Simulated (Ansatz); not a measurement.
A computed series for Sc: element substitutions

The parent structure is Sc in the hcp (Mg type) structure (space group P6_3/mmc, No. 194; a = 3.329 Å, c = 5.192 Å).

Each row replaces one element on all its sites; cell and atoms are relaxed.

Level of theory: r2SCAN (Ansatz, a quantum-chemistry and plane-wave program, PAW, scalar-relativistic without spin-orbit coupling).

Before the change:

```
Quantity            Value
---------------  --------
Volume per atom  24.92 Å³
```

Task: The aim is a volume per atom between 16.80 Å³ and 17.83 Å³. Which of these changes reaches it?
A. Sc → Tl
B. Sc → Ca
C. Sc → Ti

Result: C, Sc → Ti. It gives 17.31 Å³; Sc → Tl gives 30.06 Å³; Sc → Ca gives 43.40 Å³. Changes not listed may reach it too

No phonon test of stability was made. The final runs are not spin-polarised. This is not the structure that Ca has at room temperature and ambient pressure.
